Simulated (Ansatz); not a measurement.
# Pt in the diamond structure (space group Fd-3m, No. 227; a hypothetical phase, not in the database extracts checked)

```yaml
crystal:
  lattice:
    - [0.00000, 2.88780, 2.88780]
    - [2.88780, 0.00000, 2.88780]
    - [2.88780, 2.88780, 0.00000]
  atoms:
    - { symbol: Pt, position: [0.25000, 0.25000, 0.25000] }
    - { symbol: Pt, position: [0.00000, 0.00000, 0.00000] }
```

Method: PBE/PAW in Ansatz (a quantum-chemistry and plane-wave program), no spin-orbit coupling. Settings: 14×14×14 k-points, 0.05 eV Fermi–Dirac smearing.

Volume per atom: 24.08 Å³
Density: 13.45 g/cm³
Band gap: zero
Total energy: -12521.939 eV/atom (σ→0; compares only within this code and set-up)

No phonon test of stability was made. All final runs are without spin polarisation. Pt has a high density of states at the Fermi level and may be magnetic at this level.
